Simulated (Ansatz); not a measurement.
Ansatz (an electronic-structure program) is run on CsGa3 (I-4m2, 12 atoms in the cell), and the run fails. The aim is a self-consistent single point with DFT, PBEsol, plane waves, default PAW files made with PBE.

Cell that was meant: a = 8.8707 Å, b = 8.8707 Å, c = 8.8707 Å, α = 137.68°, β = 137.68°, γ = 61.39°.

Part of the input:

Ansatz 0.2 input:
```yaml
hamiltonian:
  xc: pbesol
  pseudopotentials: { kind: paw }
magnetization:
  spin_orbit: true
scf:
  occupations: { method: methfessel_paxton, width: 0.2 }
output:
```

Output (repeated stretches shortened):

```
Error: inconsistent input (magnetization.spin_orbit, magnetization.noncollinear): true requires noncollinear: true — spin–orbit coupling acts on 2-spinor wavefunctions; set both flags
```

Question: Read the log: what does the program object to, and what is the fix?

Answer: The fault is spin-orbit coupling without the non-collinear switch. Spin-orbit coupling mixes the two spin components, so the orbitals must be spinors. To fix it, switch non-collinear spin on with it, or drop the coupling. The program stopped before any SCF iteration.

The sound input it was made from differs as follows (other fixes are possible):
```diff
-magnetization:
-  spin_orbit: true
```

With that input, the run converged in 8 iterations: free energy E − TS (on the zero of these files) -50448.3877 eV; pressure -0.98 GPa; largest force (vector length) 0.117 eV/Å (DFT, PBEsol, plane waves, default PAW files made with PBE).

On the sound input: the starting cell comes from a database of computed structures (which also holds hypothetical and non-ambient phases and stackings), without a prior relaxation at this level. Ansatz's pressure includes its estimate of the finite-basis (Pulay) stress.
